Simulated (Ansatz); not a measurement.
System: NbCuN₂ (model structure, started from the TaCuN2 type, R-3m, No. 166, 4 atoms in the cell). Method: LDA (PAW; Ansatz, a program for electronic structure).

Settings: plane-wave cutoff 520 eV, 12×12×12 k mesh, Fermi–Dirac smearing 0.01 eV, no spin polarisation, scalar-relativistic PAW data made under PBE.

Cell (relaxed with PBEsol):

```cif
data_Cu3N6Nb3
_chemical_formula_sum 'Nb3 Cu3 N6'
_space_group_name_H-M_alt 'R-3m :H'
_space_group_IT_number 166
_space_group_name_Hall '-R 3 2"'
_cell_length_a 3.12128
_cell_length_b 3.12128
_cell_length_c 17.30214
_cell_angle_alpha 90.000
_cell_angle_beta 90.000
_cell_angle_gamma 120.000
loop_
_atom_site_label
_atom_site_type_symbol
_atom_site_symmetry_multiplicity
_atom_site_Wyckoff_symbol
_atom_site_fract_x
_atom_site_fract_y
_atom_site_fract_z
_atom_site_occupancy
Nb1 Nb 3 b 0.00000 0.00000 0.50000 1
Cu1 Cu 3 a 0.00000 0.00000 0.00000 1
N1 N 6 c 0.00000 0.00000 0.10531 1
```
(The calculation used a cell of 4 atoms; values per cell refer to that cell.)

### Question
Estimate the band gap, smallest direct gap on the k points sampled and Γ–Γ gap that the calculation returns.

### Answer

* **band gap**: 0.14 eV
* **smallest direct gap on the k points sampled**: 0.62 eV
* **Γ–Γ gap**: 1.75 eV

Note: the relaxation could raise the start's symmetry but not lower it, so the cell can be a saddle point; cell and atoms aren't relaxed at this level (largest force component 0.05 eV/Å, pressure -4.8 GPa).

Spin–orbit coupling is not included.

The computed numbers hold no vibrational or temperature effects.

It cost very roughly 50 core-seconds of CPU time.

A model structure was made by putting elements into a prototype or built by hand; it is no filed structure, need not be a known phase, and can be a saddle point held by its symmetry.
